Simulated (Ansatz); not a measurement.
The reference is ZnInGaO₄ (space group R3m, No. 160; a = 3.3560 Å, c = 26.1140 Å (hexagonal axes)).

Level of theory: Ansatz (a program for electronic structure), PBE, PAW, cutoff 420 eV, no spin-orbit coupling, earlier PAW set.

Its conduction minimum is a single valley at Γ with mass 0.18 mₑ.

It is then changed as follows: electron doping at 2.0×10^21 cm⁻³ (0.170 per cell), with a uniform compensating background at fixed cell and a 300 K Fermi–Dirac width.

Question: Where would a parabolic band put the Fermi level, and where does the calculation put it?

Answer: k_F = (3π²n)^(1/3) = 0.390 Å⁻¹, so ħ²k_F²/2m = 3.2 eV above the band edge at zero temperature. The calculation gives 1.65 eV (to 0.05 eV): the band is strongly non-parabolic or higher valleys fill at this density.

Charged cell with a jellium background: band edges are those of the host's band count, energies are not comparable with the neutral cell, and many-body gap narrowing is missing. The levels and masses belong to the bands next to the band gap. Effective masses come from finite differences of ±0.01 Å⁻¹. No phonon test of stability was made.
